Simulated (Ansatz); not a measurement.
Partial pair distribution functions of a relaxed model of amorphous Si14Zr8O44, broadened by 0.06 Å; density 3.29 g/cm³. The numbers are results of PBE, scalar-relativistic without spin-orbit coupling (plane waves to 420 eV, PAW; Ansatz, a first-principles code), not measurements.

The cell was made by melting and quenching with the CHGNet potential and then relaxed with DFT. O atoms were pushed apart under 1.9 Å during the dynamics, to hinder bonds among them. The hot cell started wider than the set density and was brought back towards it in steps. It is the lowest in DFT energy of 2 quenches. It is a model cell: composition and starting density were chosen by hand, and all elements were melted together. No dispersion term was used. Its density started from a set value of 3.32 and ended at 3.29 g/cm³. The simulated quench (nominally 310 K/ps over its main leg) is rapid and tends to freeze in more defects than a deposited or slowly cooled glass has. A cell of this size samples the disorder only roughly. Volume and shape were free in the relaxation.

```tsv
r (Å)	g Si-O	g Zr-O	g Si-Si	g Zr-Zr
1.40	0.02	0.00	0.00	0.00
1.50	1.81	0.00	0.00	0.00
1.60	13.51	0.00	0.00	0.00
1.70	8.85	0.00	0.00	0.00
1.80	0.73	0.23	0.00	0.00
1.90	0.01	3.10	0.00	0.00
2.00	0.00	6.00	0.00	0.00
2.10	0.00	3.45	0.00	0.00
2.20	0.00	3.24	0.00	0.00
2.30	0.00	2.83	0.00	0.00
2.40	0.00	1.49	0.00	0.00
2.50	0.00	0.51	0.00	0.00
2.60	0.01	0.04	0.00	0.00
2.70	0.09	0.00	0.03	0.00
2.80	0.09	0.00	0.56	0.00
2.90	0.14	0.07	2.59	0.00
3.00	0.26	0.28	3.17	0.00
3.10	0.40	0.23	2.60	0.00
3.20	0.64	0.41	2.13	0.12
3.30	0.81	0.70	0.27	1.18
3.40	0.89	0.65	0.00	1.04
3.50	1.07	0.52	0.05	1.31
3.60	1.04	0.40	0.36	1.39
3.70	1.36	0.54	0.16	2.13
3.80	1.18	0.80	0.00	1.76
3.90	1.45	1.11	0.02	1.48
4.00	1.68	1.12	0.45	1.32
4.10	1.67	1.07	1.06	1.78
4.20	1.95	1.58	0.36	0.91
4.30	1.44	2.15	0.89	0.10
4.40	1.16	1.74	1.79	0.02
4.50	0.96	1.58	1.64	0.41
4.60	0.93	1.34	1.28	0.61
4.70	0.85	1.52	1.65	0.22
4.80	0.67	1.57	1.54	1.28
```

Within 1.92 Å each Si has 4.00 O neighbours on average.
